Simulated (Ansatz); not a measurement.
How far PBE and r2SCAN part for Ga2O3, pressure 9 GPa

The reference is Ga2O3 (space group C2/m, No. 12; a = 12.456 Å, b = 3.083 Å, c = 5.877 Å, α = γ = 90.00°, β = 103.70°).

(Cell as relaxed with PBE.)

Levels (all Ansatz, an electronic-structure program, PAW, earlier PAW set): PBE (420 eV, without spin-orbit coupling); r2SCAN (500 eV, scalar-relativistic without spin-orbit coupling).

Each level relaxes its own structure.

```
base                  PBE    r2SCAN
---------------  --------  --------
volume per atom  10.96 Å³  10.50 Å³
band gap          2.01 eV   3.03 eV
```

One thing is altered: a hydrostatic pressure of 9 GPa.

| quantity | PBE | r2SCAN |
|---|---|---|
| smallest direct gap | 2.44 eV | ? |
| band gap | 2.41 eV | ? |
| shift of the gap caused by the change | +0.40 eV | ? |
| shortest interatomic distance | 1.835 Å | ? |

### Question
What does r2SCAN give?

### Answer

- smallest direct gap, r2SCAN: 3.44 eV
- band gap, r2SCAN: 3.41 eV
- shift of the gap caused by the change, r2SCAN: +0.38 eV
- shortest interatomic distance, r2SCAN: 1.814 Å

PBE's smallest direct gap lies 1.00 eV below r2SCAN's; PBE's band gap lies 1.00 eV below r2SCAN's; PBE's shift of the gap caused by the change lies 0.02 eV above r2SCAN's; PBE's shortest interatomic distance lies 0.021 Å above r2SCAN's (1.2 %). Neither level is exact; r2SCAN is the comparison here, not a measurement.

Load acts through the strain it causes; cell and atoms are relaxed under it. Whether these cells are dynamically stable was not tested. No other phases were tried under pressure.
